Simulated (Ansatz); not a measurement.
# HfN: stress against strain

HfN (rock salt, Fm-3m, 11.152 Å³/atom at rest) under an equal strain ε in the (001) plane with the normal axis free, as in a coherent film. LDA in Ansatz, a plane-wave DFT program (PAW, default set), 420 eV, 22×22×22 Γ-centred mesh, Fermi-Dirac smearing 0.10 eV; ions are relaxed within the symmetry of each cell. Stress is positive for a compressed cell.

Here s stands for strain and y for stress xx.

```csv
strain (%),stress xx (GPa)
-3.00,?
-1.50,12.41
-1.00,8.01
-0.50,3.88
0.00,0.00
0.50,-3.64
1.00,-7.05
1.50,-10.23
```

Problem. Using a straight line, estimate the missing y at s = -3.00 from the other rows, showing the fit.

Solution. Means: s 0, y 0.483. About the means, the sum of products is -52.780 and the sum of squares of s is 7.0000; the slope is their ratio. Least squares gives y = 0.483 - 7.5400·s. Residuals (row less fit): 0.617, -0.013, -0.373, -0.483, -0.353, 0.007, 0.597; standard error 0.497 (degrees of freedom: 5). The slope gives the biaxial elastic modulus of this plane = 754 ± 19 GPa. At the withheld row, y = 0.483 - 7.5400 × (-3.0) = 23.103 GPa. The calculation gives 27.34 GPa, 4.237 GPa above the prediction (11.3 % of the range of y in the table). The row lies outside the fitted rows, so this is an extrapolation. From the scatter of the fitted rows alone, a prediction at this place has a standard error of 0.774 GPa, so the miss is 5.5 times that.

One order more, fitted to all 13 runs of the series, follows each within 0.13, so the miss is the next term of a smooth law. In a metal these values are sensitive to mesh and smearing; energies are taken to zero smearing, stresses follow the free energy. Rows are the converged runs of the series near zero and its far end; series whose fitted rows scatter by over a few per cent of the range, as at a crossing or softening among them, aren't shown in this form. Most that stay on the fit to the last digits aren't either.
